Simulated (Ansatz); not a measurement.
Start from LiNbO3 (space group R3c, No. 161).

```
LiNbO3
1.0
    2.56838     1.48285     4.62904
   -2.56838     1.48285     4.62904
    0.00000    -2.96571     4.62904
Li Nb O
2 2 6
Direct
  0.70208   0.70208   0.70208
  0.20208   0.20208   0.20208
  0.98410   0.98410   0.98410
  0.48410   0.48410   0.48410
  0.62226   0.87652   0.26475
  0.87652   0.26475   0.62226
  0.26475   0.62226   0.87652
  0.76475   0.37652   0.12226
  0.37652   0.12226   0.76475
  0.12226   0.76475   0.37652
```

Level of theory: plane-wave PAW DFT at the r2SCAN level (Ansatz, an electronic-structure program, 500 eV), no spin-orbit coupling, earlier PAW set.

Before the change:

```
Property    Result
--------  --------
Pressure  0.00 GPa
```

One thing is altered: every lattice vector is shortened by 3.45 %; the atoms relax in the strained cell.

Problem. Estimate the effect on the pressure, energy relative to the base and largest internal atomic displacement.

Solution. The pressure (mean of the normal stresses, compression positive) goes from zero to 15.69 GPa; the energy grows by 47 meV/atom; the largest internal atomic displacement is 0.095 Å.

Whether these cells are dynamically stable was not tested.
